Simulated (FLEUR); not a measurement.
FLEUR run on Na (Im-3m, 1 atom in the cell): self-consistent single point.

Method of the run: PBE, all-electron FLAPW (FLEUR), scalar-relativistic valence in FLEUR.

```xyz
1
Lattice="-2.1406 2.1406 2.1406 2.1406 -2.1406 2.1406 2.1406 2.1406 -2.1406" Properties=species:S:1:pos:R:3 pbc="T T T"
Na     0.0000     0.0000     0.0000
```

Reference input (self-consistent single point, DFT, PBE, all-electron FLAPW (FLEUR), scalar-relativistic valence): Kmax = 3.8 1/bohr; GmaxXC = 13.3 1/bohr; xcFunctional = pbe; jspins = 1; l_soc = F; mode = hist; fermiSmearingEnergy = 0.00367493 Htr; mesh (inpgen div1-3) = 6 6 6; inpgen gamma flag = true; Gmax = 13.3 1/bohr; numbands = 0; maxIterBroyd = 40. This run's input differs from it in these lines:

```diff
@@ -13,3 +13,3 @@
 &comp jspins=1 /
-&kpt div1=6 div2=6 div3=6 gamma=t /
+&kpt div1=19 div2=19 div3=19 /
 &end /
```

Output (repeated stretches shortened):

```
 Iteration:     1   Distance:       0.64647985 me/bohr^3
 Iteration:     2   Distance:       0.61434654 me/bohr^3
 Iteration:     3   Distance:       0.21047229 me/bohr^3
 Iteration:     4   Distance:       0.04564576 me/bohr^3
 Iteration:     5   Distance:       0.02718120 me/bohr^3
 Iteration:     6   Distance:       0.00312086 me/bohr^3
 Iteration:     7   Distance:       0.00263700 me/bohr^3
 Iteration:     8   Distance:       0.00013688 me/bohr^3
 Iteration:     9   Distance:       0.00001125 me/bohr^3
 Iteration:    10   Distance:       0.00000860 me/bohr^3
 Run finished successfully
 Stop message:
   Structural relaxation: Done

[file out, last iteration]
             iter=     11
[...]
          total density-effective poten   -2.4758826407E+02
          total charge density-energy d   -1.4353979716E+01
 Updated energy parameters for spin:           1
[...]
 fermi energy and band-weighting factors:

[...]
FERMIE:
          first approx. to ef    (T=0)  :   0.006766 htr   (energy of the highest occ. eigenvalue)
          number of occ. states  (T=0)  :        991
          first approx. to seigv (T=0)  :  -9.383319 htr
          sum of weights of occ. states :   4.504884
          sum of semicore charge        :   0.000000 e
FERHIS:  Fermi-Energy by histogram:
          bandgap                     :   0.001552 htr
   [... lines left out ...]
          charge neutrality (T=0)     :   0.009768    (zero if the highest occ. eigenvalue is "entirely" occupied)
     EF_NEWTON:  Adjust Fermi-Energy by Newton-Method.
 Direct bandgap for spin            1 :    9.3570545866600199E-002  Htr
   [... lines left out ...]
 ---->    (input%tkb*entropy) TS=              0.0005967984 htr
 ---->    free energy=                      -162.4349287909 htr
      extrapolation for T->0
 ---->    total electron energy=            -162.4346303917 htr
 ***** TOTAL FORCES ON ATOMS *****
 TOTAL FORCE FOR ATOM TYPE=  1  X=  0.000   Y=  0.000   Z=  0.000
                       FX_TOT= 0.000000 FY_TOT= 0.000000 FZ_TOT= 0.000000
 Structural relaxation: Done
```

The run converged in 10 iterations. FLEUR gives forces in its relaxation mode, with a further iteration, so its stop message speaks of a relaxation. Against the reference run the free energy falls by 18.7 meV/atom.

The starting cell has typed, rounded lattice constants, without a prior relaxation at this level. Its lattice was rescaled by up to half a per cent. Values depend on the basis (sphere radii, cutoffs, local orbitals), which need not be converged. The log's line on a gap gives a spacing of levels on this mesh, which the program prints for metals too.

Cost on one core of a shared machine: roughly 60 s.
